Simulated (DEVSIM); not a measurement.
Device: Ni/SiO2/p-Ge capacitor, at 300 K.

```csv
layer (left to right),material,thickness (nm),Na (cm⁻³)
1,SiO2,33.0,-
2,Ge,18000,1.1e15
```

Metal gate on the left, work function 5.1 eV. Fixed charge at the semiconductor interface 6.1e11 cm⁻² (in units of +e); no interface traps.

Constants are typed, rounded textbook-type inputs, not results; the design itself was drawn at random and stands for no fabricated device. Values at 300 K; Nc and Nv go as T^1.5, mobilities as T to minus their exponent, the gap by Varshni's rule with the affinity fixed.

```csv
parameter,SiO2,Ge
gap (eV),9,0.664
affinity (eV),0.9,4
permittivity,3.9,16
Nc (cm⁻³),-,1.04e19
Nv (cm⁻³),-,6e18
Varshni α (eV/K),-,0.000477
Varshni β (K),-,235
```

Model (solved in DEVSIM): 1D Poisson equation in equilibrium, Boltzmann statistics, complete ionisation; no quantum confinement or tunnelling. Metal contacts follow the ideal Schottky-Mott rule: no Fermi-level pinning, no interface dipoles.

Base results: minimum of the low-frequency capacitance (μF/cm²) 0.0262; capacitance of the dielectric stack (μF/cm²) 0.105; flat-band voltage (V) -0.28; threshold voltage (band bending 2φF) (V) 0.03.

What follows from this one change: interface trap density 0 → 2e+12 cm^-2 eV^-1?

minimum of the low-frequency capacitance 0.0262 → 0.0809 μF/cm²; capacitance of the dielectric stack little changed (0.105 μF/cm²); flat-band voltage -0.28 → -0.61 V; threshold voltage (band bending 2φF) 0.03 → 0.32 V.

What follows from this one change: temperature 300 → 350 K?

minimum of the low-frequency capacitance 0.0262 → 0.0397 μF/cm²; capacitance of the dielectric stack little changed (0.105 μF/cm²); flat-band voltage -0.28 → -0.21 V; threshold voltage (band bending 2φF) 0.03 → -0.05 V.

What follows from this one change: substrate doping 1.1e+15 → 2.2e+14 cm^-3?

minimum of the low-frequency capacitance 0.0262 → 0.0199 μF/cm²; capacitance of the dielectric stack little changed (0.105 μF/cm²); flat-band voltage -0.28 → -0.23 V; threshold voltage (band bending 2φF) 0.03 → -0.08 V.

What follows from this one change: gate work function 5.1 → 5.4 eV?

minimum of the low-frequency capacitance little changed (0.0262 μF/cm²); capacitance of the dielectric stack little changed (0.105 μF/cm²); flat-band voltage -0.28 → 0.02 V; threshold voltage (band bending 2φF) 0.03 → 0.33 V.

What follows from this one change: SiO2 thickness 0.033 → 0.013 μm?

minimum of the low-frequency capacitance 0.0262 → 0.0316 μF/cm²; capacitance of the dielectric stack 0.105 → 0.266 μF/cm²; flat-band voltage -0.28 → 0.29 V; threshold voltage (band bending 2φF) 0.03 → 0.53 V.
